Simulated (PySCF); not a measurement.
Parameter sweep on SiC (F-43m, 2 atoms in the cell)

```xyz
2
Lattice="0.0000 2.1567 2.1567 2.1567 0.0000 2.1567 2.1567 2.1567 0.0000" Properties=species:S:1:pos:R:3 pbc="T T T"
Si     1.0784     1.0784     1.0784
C      0.0000     0.0000     0.0000
```

Base run A: PySCF with PBE, Gaussian basis gth-dzvp-molopt-sr, GTH pseudopotentials gth-pbe, FFT density fitting with multigrid, self-consistent single point.

Its settings: cell.basis = gth-dzvp-molopt-sr; cell.pseudo = gth-pbe; cell.ke_cutoff = 110 Ha; make_kpts mesh = 4 4 4; mf.xc = pbe,pbe; smearing.sigma = 0.00183747 Ha; smearing.method = gauss; cell.precision = 1e-07; solver class = KRKS; density fitting = multigrid_numint; mf.conv_tol = 1e-08 Ha; mf.max_cycle = 80; mf.diis_start_cycle = 3; mf.damp = 0.5.

The starting cell comes from a database of computed structures (which also holds hypothetical and non-ambient phases and stackings), without a prior relaxation at this level. Its lattice was rescaled by a random factor within 2.5 % of one. Values carry the incompleteness of an atom-centred basis.

ΔF is the free energy per atom less that of run A. Absolute energies have different zeros for different potentials, functionals, Hubbard and dispersion terms and are not compared across them.

Runs:
- B: cell.basis: gth-dzvp-molopt-sr → gth-szv
- C: cell.basis: gth-dzvp-molopt-sr → gth-dzv
- D: cell.basis: gth-dzvp-molopt-sr → gth-dzvp
- E: cell.basis: gth-dzvp-molopt-sr → gth-tzvp
- F: cell.basis: gth-dzvp-molopt-sr → gth-tzv2p
- G: cell.basis: gth-dzvp-molopt-sr → gth-szv-molopt-sr
- H: cell.basis: gth-dzvp-molopt-sr → gth-dzvp-molopt; cell.ke_cutoff: 110 Ha → 120 Ha
- I: cell.basis: gth-dzvp-molopt-sr → gth-tzvp-molopt; cell.ke_cutoff: 110 Ha → 120 Ha

```tsv
run	ΔF (meV/atom)	gap on the mesh (eV)	basis size
A	0.00	1.337	26
B	1209.2	4.346	8
C	684.9	1.564	16
D	226.2	1.272	26
E	198.8	1.301	34
F	47.3	1.280	44
G	1341.4	5.949	8
H	2.0	1.568	26
I	-28.6	1.326	34
```

Run H against A: The free energy rises by 2.0 meV/atom and the gap on the mesh goes from 1.337 to 1.568 eV.

Run E against A: The free energy rises by 199 meV/atom and the gap on the mesh goes from 1.337 to 1.301 eV.

Run C against A: The free energy goes up by 685 meV/atom and the gap on the mesh goes from 1.337 to 1.564 eV.
